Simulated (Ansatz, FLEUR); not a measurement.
An Ansatz (a quantum-chemistry and plane-wave program) input for a self-consistent single point of KMgF₃ (Pm-3m, 5 atoms in the cell) (DFT, PBE, plane waves, default PAW files):

Ansatz 0.2 input:
```yaml
# KMgF3
crystal:
  lattice:
    - [4.002341, 0.000000, 0.000000]
    - [0.000000, 4.002341, 0.000000]
    - [0.000000, 0.000000, 4.002341]
  atoms:
    - { symbol: K, position: [0.500000, 0.500000, 0.500000] }
    - { symbol: Mg, position: [0.000000, 0.000000, 0.000000] }
    - { symbol: F, position: [0.000000, 0.500000, 0.000000] }
    - { symbol: F, position: [0.500000, 0.000000, 0.000000] }
    - { symbol: F, position: [0.000000, 0.000000, 0.500000] }
kpoints:
  mp_grid:
    grid: [4, 4, 4]
hamiltonian:
  xc: pbe
  pseudopotentials:
    kind: paw
scf:
  occupations:
    method: fermi_dirac
    width: 0.02
output:
  forces: true
  eigenvalues: true
  stress: true
```

Q: Give the FLEUR input for the same structure, mesh, smearing and functional.

A: One input that does it (others would too):

Input of the input generator:

```
scf KMgF3
&input film=f /
7.5633283474 0.0000000000 0.0000000000
0.0000000000 7.5633283474 0.0000000000
0.0000000000 0.0000000000 7.5633283474
1.0
1.0 1.0 1.0

5
19 0.5000000000 0.5000000000 0.5000000000
12 0.0000000000 0.0000000000 0.0000000000
9 0.0000000000 0.5000000000 0.0000000000
9 0.5000000000 0.0000000000 0.0000000000
9 0.0000000000 0.0000000000 0.5000000000

&comp jspins=1 /
&kpt div1=4 div2=4 div3=4 gamma=t /
&end /
```

```xml
<?xml version="1.0" encoding="UTF-8" standalone="no"?>
<fleurInput fleurInputVersion="0.39">
   <comment>
      scf KMgF3                                                                                           
   </comment>
   <calculationSetup>
      <cutoffs Kmax="4.2" Gmax="12.6" GmaxXC="12.6" numbands="0"/>
      <scfLoop itmax="60" minDistance="0.00001" maxIterBroyd="15" imix="Anderson" alpha="0.05" precondParam="0.0" spinf="2.0"/>
      <coreElectrons ctail="T" frcor="F" kcrel="0" coretail_lmax="0"/>
      <xcFunctional name="pbe" relativisticCorrections="F"/>
      <magnetism jspins="1"/>
      <soc l_soc="F" theta="0.0" phi="0.0" spav="F"/>
      <expertModes spex="0" secvar="F"/>
      <geometryOptimization l_f="T" forcealpha="1.0" forcemix="BFGS" epsdisp="0.00001" epsforce="0.00001"/>
      <ldaU l_linMix="F" mixParam="0.05" spinf="1.0"/>
   </calculationSetup>
   <cell>
      <bzIntegration valenceElectrons="40.0" mode="hist" fermiSmearingEnergy="0.00073499">
         <kPointListSelection listName="default-1"/>
         <!-- k-points included here -->
         <xi:include xmlns:xi="http://www.w3.org/2001/XInclude" href="kpts.xml"> </xi:include>
      </bzIntegration>
      <!-- symmetry operations included here -->
      <xi:include xmlns:xi="http://www.w3.org/2001/XInclude" href="sym.xml"> </xi:include>
      <bulkLattice scale="1.0">
         <bravaisMatrix>
            <row-1>    7.5633283473999997     0.0000000000000000     0.0000000000000000</row-1>
            <row-2>    0.0000000000000000     7.5633283473999997     0.0000000000000000</row-2>
            <row-3>    0.0000000000000000     0.0000000000000000     7.5633283473999997</row-3>
         </bravaisMatrix>
      </bulkLattice>
   </cell>
   <atomSpecies>
      <species name="Potassium (K)" element="K" atomicNumber="19">
         <mtSphere radius="2.68" gridPoints="925" logIncrement="0.013"/>
         <atomicCutoffs lmax="10" lnonsphr="8"/>
         <electronConfig flipSpins="F">
            <coreConfig>(1s1/2) (2s1/2) (2p1/2) (2p3/2)</coreConfig>
            <valenceConfig>(3s1/2) (3p1/2) (3p3/2) (4s1/2)</valenceConfig>
            <stateOccupation state="(4s1/2)" spinUp="0.5" spinDown="0.5"/>
         </electronConfig>
         <energyParameters s="4" p="4" d="3" f="4"/>
         <lo type="SCLO" l="0" n="3" eDeriv="0"/>
         <lo type="SCLO" l="1" n="3" eDeriv="0"/>
      </species>
      <species name="Magnesium (Mg)" element="Mg" atomicNumber="12">
         <mtSphere radius="1.90" gridPoints="655" logIncrement="0.017"/>
         <atomicCutoffs lmax="8" lnonsphr="6"/>
         <electronConfig flipSpins="F">
            <coreConfig>(1s1/2)</coreConfig>
            <valenceConfig>(2s1/2) (2p1/2) (2p3/2) (3s1/2)</valenceConfig>
         </electronConfig>
         <energyParameters s="3" p="3" d="3" f="4"/>
         <lo type="SCLO" l="0" n="2" eDeriv="0"/>
         <lo type="SCLO" l="1" n="2" eDeriv="0"/>
      </species>
      <species name="Fluorine (F)" element="F" atomicNumber="9">
         <mtSphere radius="1.64" gridPoints="565" logIncrement="0.019"/>
         <atomicCutoffs lmax="6" lnonsphr="4"/>
         <electronConfig flipSpins="F">
            <coreConfig>(1s1/2)</coreConfig>
            <valenceConfig>(2s1/2) (2p1/2) (2p3/2)</valenceConfig>
            <stateOccupation state="(2p1/2)" spinUp="0.8333333333333" spinDown="0.8333333333333"/>
            <stateOccupation state="(2p3/2)" spinUp="1.6666666666667" spinDown="1.6666666666667"/>
         </electronConfig>
         <energyParameters s="2" p="2" d="3" f="4"/>
      </species>
   </atomSpecies>
   <atomGroups>
      <atomGroup species="Potassium (K)">
         <relPos label="                   1">1.000/2.000 1.000/2.000 1.000/2.000</relPos>
         <force calculate="T" relaxXYZ="TTT"/>
      </atomGroup>
      <atomGroup species="Magnesium (Mg)">
         <relPos label="                   2">.0000000000 .0000000000 .0000000000</relPos>
         <force calculate="T" relaxXYZ="TTT"/>
      </atomGroup>
      <atomGroup species="Fluorine (F)">
         <relPos label="                   3">.0000000000 1.000/2.000 .0000000000</relPos>
         <relPos label="                   4">1.000/2.000 .0000000000 .0000000000</relPos>
         <relPos label="                   5">.0000000000 .0000000000 1.000/2.000</relPos>
         <force calculate="T" relaxXYZ="TTT"/>
      </atomGroup>
   </atomGroups>
   <output dos="F" band="F" slice="F">
      <checks vchk="F" cdinf="F"/>
      <bandDOS minEnergy="-.5*Htr" maxEnergy="0.5*Htr" sigma="0.015" storeEVData="T"/>
      <vacuumDOS vacdos="F" integ="F" star="F" nstars="0" locx1="0.0" locy1="0.0" locx2="0.0" locy2="0.0" nstm="0" tworkf="0.0"/>
      <unfoldingBand unfoldBand="F" supercellX="1" supercellY="1" supercellZ="1"/>
      <plotting iplot="0" polar="F">
         <plot TwoD="T" vec1="  1.0  0.0  0.0" vec2="  0.0  1.0  0.0" vec3="  0.0  0.0  1.0" zero="  0.0  0.0  0.0" file="plot"/>
      </plotting>
      <chargeDensitySlicing numkpt="0" minEigenval="0.0" maxEigenval="0.0" nnne="0" pallst="F"/>
      <specialOutput eonly="F"/>
      <magneticCircularDichroism mcd="F" energyLo="-10.0" energyUp="0.0"/>
   </output>
  <!-- We include the file relax.xml here to enable relaxations (see documentation) -->
  <xi:include xmlns:xi="http://www.w3.org/2001/XInclude" href="relax.xml"> <xi:fallback/> </xi:include>
</fleurInput>
```

Basis settings and potentials, where a program has them, do not carry over. This input uses DFT, PBE, all-electron FLAPW (FLEUR), scalar-relativistic valence.

The starting cell comes from a database of computed structures (which also holds hypothetical and non-ambient phases and stackings), without a prior relaxation at this level. Its lattice was rescaled by a random factor within 2.5 % of one.
